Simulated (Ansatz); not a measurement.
# A computed series for PtSe2: thickness series

Start from PtSe2 in the CdI2 type structure (space group P-3m1, No. 164; a = 3.7724 Å, c = 4.8183 Å; layered).

Free-standing slabs (3 atom(s) a layer) normal to the stacking axis with 15 Å of vacuum; in-plane cell relaxed.

Computed with PBE-D3(BJ) (Ansatz, a quantum-chemistry and plane-wave program, PAW, no spin-orbit coupling).

Notes on the quantities. excess energy per area of both faces: slab less bulk energy over the cell's area: twice a surface energy; uncertain by up to 0.2 J/m².

```json
[
 {"variant": "base", "excess energy per area of both faces": "–", "thickness between the outermost nuclei": "–", "band gap": "zero", "in-plane lattice parameter a": "7.129 bohr", "shortest interatomic distance": "4.774 bohr"},
 {"variant": "1 layer", "excess energy per area of both faces": "0.65 J/m²", "thickness between the outermost nuclei": "2.65 Å", "band gap": "1.37 eV", "in-plane lattice parameter a": "7.004 bohr", "shortest interatomic distance": "4.756 bohr"},
 {"variant": "2 layers", "excess energy per area of both faces": "0.7 J/m²", "thickness between the outermost nuclei": "7.58 Å", "band gap": "0.23 eV", "in-plane lattice parameter a": "7.058 bohr", "shortest interatomic distance": "4.747 bohr"},
 {"variant": "3 layers", "excess energy per area of both faces": "0.7 J/m²", "thickness between the outermost nuclei": "12.40 Å", "band gap": "zero", "in-plane lattice parameter a": "7.082 bohr", "shortest interatomic distance": "4.752 bohr"},
 {"variant": "4 layers", "excess energy per area of both faces": "0.7 J/m²", "thickness between the outermost nuclei": "17.23 Å", "band gap": "zero", "in-plane lattice parameter a": "7.094 bohr", "shortest interatomic distance": "4.755 bohr"}
]
```

Slab and bulk use different k-meshes, which limits the precision of the excess energy. Spin-orbit coupling, missing from the scalar runs, can matter with Pt. Whether these cells are dynamically stable was not tested. All final runs are without spin polarisation. The zero or small gap of PtSe2 can change with the level of theory.
